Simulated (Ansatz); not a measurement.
Start from BP in the zinc blende structure (space group F-43m, No. 216; a = 4.520 Å). Axes: x, y, z lie along the cube axes.

Calculations: PBEsol/PAW in Ansatz (a first-principles code), without spin-orbit coupling.

For the base:

| Item | Result |
|---|---|
| Shortest interatomic distance | 3.699 bohr |
| Pressure | -0.01 GPa |

One thing is altered: uniaxial strain ε_xx = −1.18 %, all other strain components held at zero, atoms relaxed at fixed cell.

**Question.** How does this affect the shortest interatomic distance and pressure?

**Answer.** The shortest interatomic distance falls by 0.0145 bohr (3.699 bohr → 3.684 bohr); the pressure (mean of the normal stresses, compression positive) rises by 2.054 GPa, from -0.01 GPa to 2.05 GPa.

Whether these cells are dynamically stable was not tested.
